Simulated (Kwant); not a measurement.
Model: Hückel tight-binding model, one pz orbital an atom, one spin, coherent transport at 0 K (Kwant). Conductance is in e²/h.

Device: π system c1ccc(cc1)-c1ccccc1 between two chain leads. The π system is taken as planar. Atoms are numbered from 0 in the order of the SMILES. Site energies (eV, carbon 0): [0.0, 0.0, 0.0, 0.0, 0.0, 0.0, 0.0, 0.0, 0.0, 0.0, 0.0, 0.0]. Bonds (i, j, β in eV): (0,1,-3) (1,2,-3) (2,3,-3) (3,4,-3) (4,5,-3) (3,6,-3) (6,7,-3) (7,8,-3) (8,9,-3) (9,10,-3) (10,11,-3) (5,0,-3) (11,6,-3). Leads: chains of hopping −4.5 eV, joined by −0.9 eV to atoms 0 and 2.

Site energies and bond integrals are typed Hückel values.

Sweep values stay those of the base run.

One input was changed, with this effect: transmission at E = 0 < 1e-12 → 0.00090.

Which change was it?
A) contacts moved from atoms [0, 2] to [0, 8]
B) contacts moved from atoms [0, 2] to [1, 8]
C) contacts moved from atoms [0, 2] to [1, 7]
D) contacts moved from atoms [0, 2] to [1, 2]
E) contacts moved from atoms [0, 2] to [2, 7]
F) contacts moved from atoms [0, 2] to [2, 4]

E, contacts moved from atoms [0, 2] to [2, 7]
